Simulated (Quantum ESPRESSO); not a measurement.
Quantum ESPRESSO is run on Cs₂KPrBr₆ (Fm-3m, 10 atoms in the cell), and the run fails. The aim is a self-consistent single point with DFT, PBEsol, plane waves, SSSP 1.1.2 efficiency (PBE) pseudopotentials.

Cell that was meant: a = 8.4893 Å, b = 8.4893 Å, c = 8.4893 Å, α = 60.00°, β = 60.00°, γ = 60.00°.

Part of the input:

```fortran
Cs   132.9055  Cs_pbe_v1.uspp.F.UPF
Pr   140.9077  Pr.GGA-PBE-paw-v1.0.UPF
Br    79.9040  br_pbe_v1.4.uspp.F.UPF
ATOMIC_POSITIONS angstrom
K     6.002841000    6.002841000    6.002841000
Cs    9.004261500    9.004261500    9.004261500
Cs    3.001420500    3.001420500    3.001420500
```

Log, with long lists cut:

```
     file K.pbe-spn-kjpaw_psl.1.0.0.UPF: wavefunction(s)  3S renormalized

 %%%%%%%%%%%%%%%%%%%%%%%%%%%%%%%%%%%%%%%%%%%%%%%%%%%%%%%%%%%%%%%%%%%%%%%%%%%%%%
     Error in routine cell_base_init (1):
     ibrav=0: must read cell parameters
 %%%%%%%%%%%%%%%%%%%%%%%%%%%%%%%%%%%%%%%%%%%%%%%%%%%%%%%%%%%%%%%%%%%%%%%%%%%%%%

     stopping ...
```

Q: Read the log: what does the program object to, and what is the fix?

A: The fault is no cell vectors for a free lattice. A free lattice needs its vectors. To fix it, add the cell. The program stopped before any SCF iteration.

The sound input it was made from differs as follows (other fixes are possible):
```diff
+CELL_PARAMETERS angstrom
+   0.000000000     6.002841000     6.002841000
+   6.002841000     0.000000000     6.002841000
+   6.002841000     6.002841000     0.000000000
```

With that input, the run converged in 14 iterations: free energy E − TS -13865.5738 eV; pressure -0.66 GPa; largest force (vector length) 0.077 eV/Å; size of the cell's spin moment 2.00 μB; site moments (μB, in the program's spheres or projections) K 0.00, Cs 0.00, Cs 0.00, Pr 2.00, Br -0.01, Br -0.01, Br -0.01, Br -0.01, Br -0.01, Br -0.01 (DFT, PBEsol, plane waves, SSSP 1.1.2 efficiency (PBE) pseudopotentials).

On the sound input: the starting cell comes from a database of computed structures (which also holds hypothetical and non-ambient phases and stackings), without a prior relaxation at this level. Its lattice was rescaled by a random factor within 2.5 % of one. With one magnetic atom in the cell only a parallel order is possible. With U or open f shells several self-consistent states can exist. The f electrons are in the valence without U or exact exchange, which can misplace them near the Fermi level. Spin-orbit terms, which matter for f shells, are left out.
